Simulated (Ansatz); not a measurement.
A periodic model of liquid or glassy (it is in mid-quench) Ta$_{16}$O$_{39}$: The frame is taken from the quench, at a set temperature of 1885 K (mean kinetic temperature of the ramp that ends there 2184 K), run with the CHGNet potential and a short-range wall. O atoms were pushed apart under 1.9 Å during the dynamics, to hinder bonds among them. The volume is set by the preparation, not predicted. It is a model cell: composition and starting density were chosen by hand, and all elements were melted together. Formal charges leave 2 electrons over. Levels lie close to the Fermi energy in this frame, and no moments were tried. The stretch lasted under a few ps.

```
CELL_PARAMETERS angstrom
      9.28766     0.00000     0.00000
      0.00000     9.28766     0.00000
      0.00000     0.00000     9.28766
ATOMIC_POSITIONS crystal
  Ta 0.01542 0.87587 0.47948
  Ta 0.35154 0.72423 0.49743
  Ta 0.53453 0.85263 0.07234
  Ta 0.76057 0.59436 0.91593
  Ta 0.72850 0.74508 0.31227
  Ta 0.01813 0.92804 0.99497
  Ta 0.23147 0.58822 0.04094
  Ta 0.37878 0.09783 0.35294
  Ta 0.39698 0.38394 0.72345
  Ta 0.79283 0.15655 0.39509
  Ta 0.90895 0.50832 0.55111
  Ta 0.11136 0.17056 0.68425
  Ta 0.62978 0.89183 0.73037
  Ta 0.21160 0.38760 0.39472
  Ta 0.93989 0.26589 0.04258
  Ta 0.77106 0.21776 0.78236
  O  0.98091 0.24644 0.84053
  O  0.66915 0.60864 0.09395
  O  0.21939 0.85740 0.39320
  O  0.59366 0.13325 0.42416
  O  0.82686 0.26957 0.58260
  O  0.26575 0.53110 0.24896
  O  0.80036 0.10739 0.98741
  O  0.33302 0.45342 0.92578
  O  0.95194 0.05274 0.37406
  O  0.99797 0.01077 0.62213
  O  0.04444 0.44954 0.03891
  O  0.78007 0.36183 0.93502
  O  0.79389 0.54896 0.40217
  O  0.11296 0.36640 0.62834
  O  0.82892 0.28921 0.26874
  O  0.40566 0.68968 0.07031
  O  0.23346 0.10040 0.49742
  O  0.19172 0.59373 0.47620
  O  0.10785 0.72524 0.98723
  O  0.97521 0.70042 0.59573
  O  0.11364 0.99038 0.84374
  O  0.57429 0.69648 0.85059
  O  0.75372 0.51594 0.67979
  O  0.48856 0.73084 0.33045
  O  0.30646 0.24732 0.24742
  O  0.50863 0.95798 0.88110
  O  0.03520 0.33130 0.39022
  O  0.41919 0.99442 0.17570
  O  0.95520 0.74900 0.32386
  O  0.74892 0.03396 0.68695
  O  0.30011 0.19719 0.75140
  O  0.56572 0.30668 0.74635
  O  0.85193 0.79592 0.90543
  O  0.73755 0.89055 0.17679
  O  0.07308 0.09655 0.08634
  O  0.46285 0.86761 0.63160
  O  0.41781 0.57966 0.62594
  O  0.72693 0.86906 0.48995
  O  0.39481 0.33492 0.50573
```

Level of theory: PBE, scalar-relativistic without spin-orbit coupling (plane waves to 420 eV, PAW; Ansatz, a program for electronic structure). Sampling: the zone centre alone; Fermi-Dirac width 0.1 eV; no spin polarisation. One k-point is coarse where levels lie close to the Fermi energy, as here: forces can move by some tenths of an eV/Å on a denser mesh.

**Question.** What static pressure (without the ions' kinetic part) does the frame have on this sampling and cutoff?

**Answer.** -15.3 kbar

**Question.** Give the forces on the atoms.

**Answer.** 
| atom | Fx | Fy | Fz |
|---|---|---|---|
| Ta1 | 1.37 | -3.23 | -3.25 |
| Ta2 | 2.06 | -1.12 | -1.98 |
| Ta3 | -1.55 | -0.81 | -0.93 |
| Ta4 | -2.85 | 2.74 | -0.74 |
| Ta5 | 0.17 | -0.90 | 3.73 |
| Ta6 | -1.72 | -2.50 | -1.87 |
| Ta7 | 2.45 | -5.14 | 4.15 |
| Ta8 | 1.15 | 1.84 | 1.51 |
| Ta9 | -3.05 | 1.39 | -1.80 |
| Ta10 | -2.34 | 1.68 | 3.57 |
| Ta11 | 0.55 | -0.23 | 1.25 |
| Ta12 | 3.02 | -0.13 | -0.09 |
| Ta13 | -3.33 | -6.12 | 2.02 |
| Ta14 | 5.70 | 3.16 | 0.27 |
| Ta15 | 1.10 | 1.02 | 3.61 |
| Ta16 | -2.05 | 1.09 | -0.22 |
| O17 | 1.23 | -0.77 | -2.30 |
| O18 | 1.94 | 0.76 | 0.48 |
| O19 | -0.78 | 0.62 | 1.56 |
| O20 | -3.35 | -1.12 | -1.61 |
| O21 | 0.65 | -0.18 | -0.71 |
| O22 | -1.11 | -0.48 | -3.13 |
| O23 | 0.73 | -0.50 | -1.32 |
| O24 | -0.20 | -0.03 | -2.40 |
| O25 | 2.01 | -3.20 | -1.40 |
| O26 | -0.38 | 0.47 | 1.43 |
| O27 | -0.62 | -1.33 | 0.28 |
| O28 | -1.33 | 3.45 | 1.14 |
| O29 | -0.88 | 0.46 | -1.24 |
| O30 | -0.28 | 1.24 | 0.00 |
| O31 | -0.62 | 0.88 | -4.88 |
| O32 | 0.28 | 2.64 | -0.58 |
| O33 | -0.15 | 0.76 | 0.07 |
| O34 | 0.08 | -0.88 | 0.80 |
| O35 | -1.56 | 4.11 | -0.30 |
| O36 | -0.44 | 0.03 | 0.46 |
| O37 | 0.38 | -0.26 | -0.36 |
| O38 | 3.59 | -0.18 | 0.07 |
| O39 | 1.88 | 0.64 | 1.88 |
| O40 | 1.38 | 0.19 | 1.88 |
| O41 | 0.02 | -0.49 | 0.62 |
| O42 | 1.18 | 0.46 | 2.37 |
| O43 | -3.54 | 0.03 | -0.32 |
| O44 | 1.11 | -1.45 | -0.37 |
| O45 | -2.31 | 1.48 | -1.20 |
| O46 | 1.60 | 3.28 | 0.47 |
| O47 | -0.38 | 0.00 | 0.72 |
| O48 | 4.37 | -1.84 | 1.24 |
| O49 | -0.48 | -1.23 | 0.15 |
| O50 | -1.40 | 0.60 | -1.56 |
| O51 | -0.95 | 1.82 | 1.44 |
| O52 | -1.74 | -0.32 | -2.58 |
| O53 | 0.02 | -0.40 | 1.16 |
| O54 | 0.64 | -2.06 | -2.03 |
| O55 | -1.26 | 0.07 | 0.86 |
(forces in eV/Å)
